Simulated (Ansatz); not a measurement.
Base system: BaHfO₃ in the cubic perovskite structure (space group Pm-3m, No. 221; a = 4.158 Å). Axes: x, y, z lie along the cube axes.

Calculations: PBEsol (Ansatz, an electronic-structure program; PAW; 420 eV plane waves; spin-orbit coupling left out).

Strains are applied to the cell and any free atomic positions relax; under biaxial strain the out-of-plane vector relaxes too.

One change was made to it. Results:

```tsv
quantity	base	after
pressure (mean of the normal stresses, compression positive)	0.00 GPa	5.68 GPa
energy relative to the base (free energy F)	0 meV/atom	+19 meV/atom
```

Problem. Which change produced these results?
(A) biaxial strain −1.00 %, plane normal [111], relaxed out of plane
(B) biaxial strain −1.50 %, plane normal [111], relaxed out of plane
(C) biaxial strain −2.00 %, plane normal [111], relaxed out of plane
(D) biaxial strain −0.50 %, plane normal [111], relaxed out of plane
(E) biaxial strain −2.50 %, plane normal [111], relaxed out of plane

Solution. E, biaxial strain −2.50 %, plane normal [111], relaxed out of plane. For comparison, the energy relative to the base in the other runs: biaxial strain −0.50 %, plane normal [111], relaxed out of plane gives +0.7 meV/atom; biaxial strain −2.00 %, plane normal [111], relaxed out of plane gives +12 meV/atom; biaxial strain −1.00 %, plane normal [111], relaxed out of plane gives +2.9 meV/atom; biaxial strain −1.50 %, plane normal [111], relaxed out of plane gives +6.6 meV/atom.

Stability against distortions was not tested.
